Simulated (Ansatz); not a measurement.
Charge-transition levels above the valence-band maximum in rock-salt LiF (eV), each at one geometry relaxed with PBE and evaluated in Ansatz (an electronic-structure program) with PBE, r2SCAN. Host gaps: PBE 8.83 eV, r2SCAN 9.79 eV. Cell and caveats: 64-site cell; 2×2×2 shifted k-points; charged states image-corrected; no Hubbard U; corrections pass 1 eV, so highly charged states may be off by several tenths; flagged in the runs: for some of the defects a doubtful potential alignment, a strain field that reaches the edge of the cell.

```json
[
 {"defect": "O on the F site (0/−1)", "PBE": "2.67", "r2SCAN": "3.33"},
 {"defect": "Cu on the Li site (0/−1)", "PBE": "7.45", "r2SCAN": "8.26"},
 {"defect": "Mn on the Li site (+2/+1)", "PBE": "2.28", "r2SCAN": "2.44"},
 {"defect": "Mn on the Li site (+1/0)", "PBE": "6.91", "r2SCAN": "7.85"},
 {"defect": "H on the F site (+1/0)", "PBE": "1.94", "r2SCAN": "2.42"},
 {"defect": "O on the F site (+1/0)", "PBE": "0.75", "r2SCAN": "0.97"},
 {"defect": "Li vacancy + 1 H (0/−1)", "PBE": "6.23", "r2SCAN": "6.54"},
 {"defect": "Br on the F site (+1/0)", "PBE": "0.94", "r2SCAN": "1.14"},
 {"defect": "Cu on the Li site (+1/0)", "PBE": "3.31", "r2SCAN": "4.09"}
]
```

PBE less r2SCAN: over the 9 rows with both numbers (drawn at random from the settled rows of this host; unsettled states are left out), mean -0.50 eV, median -0.47 eV, mean size 0.50 eV, from -0.94 to -0.16 eV.
